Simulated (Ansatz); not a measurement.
This concerns the energy of the reaction as written. Reaction: 1/2 cell B + 1/2 F2 (gas) → cell A. The sign is products less reactants.

Cell A: a slab of Ru (hcp, P6₃/mmc) cut along (0001), 16 atoms, oblique cell of 5.44 × 2.72 Å (12.8 Å²), symmetry Pmm2 within 0.02 Å, 16.1 Å thick under 15 Å of vacuum, in-plane vectors held at the crystal's; planes from bottom to top: F | Ru2 × 7 | F; added, foreign or displaced atoms, above the top plane and below the bottom plane: two times F bound to 1 Ru at 2.09 Å; spin state with PBE: run without spin, k-point mesh 10×20×1.
```xyz
16
Lattice="5.4439 0.0000 0.0000 1.3610 2.3573 0.0000 0.0000 0.0000 31.2089" Properties=species:S:1:pos:R:3 pbc="T T T"
Ru    -0.0189     0.0109     9.2493
Ru     2.6400     0.0473     9.2437
Ru     5.4174     1.5868    11.2692
Ru     2.7042     1.5817    11.3093
Ru    -0.0267     0.0154    13.4528
Ru     2.7101     0.0068    13.4555
Ru     5.4314     1.5787    15.6045
Ru     2.7033     1.5822    15.6045
Ru    -0.0267     0.0154    17.7561
Ru     2.7101     0.0068    17.7534
Ru     5.4174     1.5868    19.9397
Ru     2.7042     1.5817    19.8996
Ru    -0.0189     0.0109    21.9596
Ru     2.6400     0.0473    21.9652
F      1.5600     0.6709    23.6393
F      1.5600     0.6709     7.5696
```

Cell B: a slab of Ru (hcp, P6₃/mmc) cut along (0001), 30 atoms, hexagonal cell of 5.44 Å (25.7 Å²), symmetry P-6m2 within 0.02 Å, 16.1 Å thick under 15 Å of vacuum, in-plane vectors held at the crystal's; planes from bottom to top: F | Ru4 × 7 | F; added, foreign or displaced atoms, above the top plane and below the bottom plane: two times F bound to 3 Ru at 2.28 Å; spin state with PBE: run without spin, k-point mesh 10×10×1.
```
Ru14F
1.0
    5.44387     0.00000     0.00000
    2.72194     4.71453     0.00000
    0.00000     0.00000    31.20890
Ru F
28 2
Direct
  0.00396   0.00396   0.29600
  0.49207   0.00396   0.29600
  0.00396   0.49207   0.29600
  0.50000   0.50000   0.29668
  0.83177   0.33411   0.36226
  0.33411   0.33411   0.36226
  0.83333   0.83333   0.36034
  0.33411   0.83177   0.36226
  0.99927   0.99927   0.43105
  0.50146   0.99927   0.43105
  0.99927   0.50146   0.43105
  0.50000   0.50000   0.43118
  0.83444   0.33278   0.50000
  0.33278   0.33278   0.50000
  0.83333   0.83333   0.50000
  0.33278   0.83444   0.50000
  0.99927   0.99927   0.56895
  0.50146   0.99927   0.56895
  0.99927   0.50146   0.56895
  0.50000   0.50000   0.56882
  0.83177   0.33411   0.63774
  0.33411   0.33411   0.63774
  0.83333   0.83333   0.63966
  0.33411   0.83177   0.63774
  0.00396   0.00396   0.70400
  0.49207   0.00396   0.70400
  0.00396   0.49207   0.70400
  0.50000   0.50000   0.70332
  0.16667   0.16667   0.75805
  0.16667   0.16667   0.24195
```

Reference: an isolated F2 molecule (singlet) in a box of 11 × 11 × 13 Å.

Plane-wave PAW calculations with Ansatz (a first-principles code), its default PAW set, cutoff 420 eV, 500 eV for r2SCAN. The structures are at rest with PBE, within the held lattices; other levels are single points on them. Neutral cells; Fermi-Dirac smearing of at most 0.10 eV in the solids, energies taken to zero width. The lattices are those relaxed with PBE, so at other levels the solids can be strained, which adds to the spread. Larger cells are relaxed from a start prepared with the learned potential CHGNet till forces fall under 0.03 eV/Å, which some starts already meet. A dispersion term (D3(BJ), or D4 for r2SCAN) was computed beside these levels and is taken off wherever the name lacks it. Static lattices, no vibrational contributions. Cells are local rest points, mostly with their start's symmetry. No Hubbard U is applied. Values are for these cell sizes. Cell A has symmetry Pmm2 within 0.02 Å and got no random move, so less symmetric positions, which may lie lower, weren't tried. Cell B has symmetry P-6m2 within 0.02 Å and got no random move, so less symmetric positions, which may lie lower, weren't tried.

Question: Predict the value from r2SCAN.

Answer: -3.04 eV, for 1/2 cell B + 1/2 F2 (gas) → cell A.

Question: List the value at the remaining levels and say how far they part.

Answer: 
```json
[
 {"Functional": "PBE", "value (eV)": "-2.73", "less r2SCAN": "0.31"}
]
```

The levels shown span 0.31 eV, from r2SCAN (-3.04) to PBE (-2.73).
